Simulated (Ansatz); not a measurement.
The starting structures come from a database of crystals and need not be the phases stable at ambient conditions.

 Where the default PAW files enter, the runs use the earlier of Ansatz's two default sets.

```
CELL_PARAMETERS angstrom
      3.30779     0.00000     0.00000
      0.00000     4.98288     0.00000
      1.65390     0.00000     2.86463
ATOMIC_POSITIONS crystal
  Mg 0.33333 0.99784 0.33333
  Mg 0.66667 0.49784 0.66667
  O  0.33333 0.59756 0.33333
  O  0.66667 0.09756 0.66667
```

Space group of this cell: P6_3mc, wurtzite. The cell is taken as given.

Calculation: r2SCAN (plane waves, PAW; Ansatz, a quantum-chemistry and plane-wave program).

The current runs along the normal of the first two printed vectors; no spin-orbit coupling. Scaled by the factor s: all lengths (ions clamped). Meshes 10×6×10 and 10×6 across the current in all rows.

```
s     mean pressure (GPa)  slowest mid-gap decay constant κ (1/Å)
----  -------------------  --------------------------------------
0.98                  8.3                                   0.357
1.00                 -0.3                                   0.340
1.02                 -6.9                                       ?
```

### Question
Take the slope of the slowest mid-gap decay constant κ against ln s from the two given rows, extrapolate to s = 1.02, and say what the run there gives.

### Answer
Slope = (0.357 − 0.340) / ln 0.98 = -0.841 1/Å. The line gives 0.340 + (-0.841) × ln 1.02 = 0.323 1/Å. The run gives 0.324 1/Å, 0.001 1/Å over the line, 4 % of the predicted step.
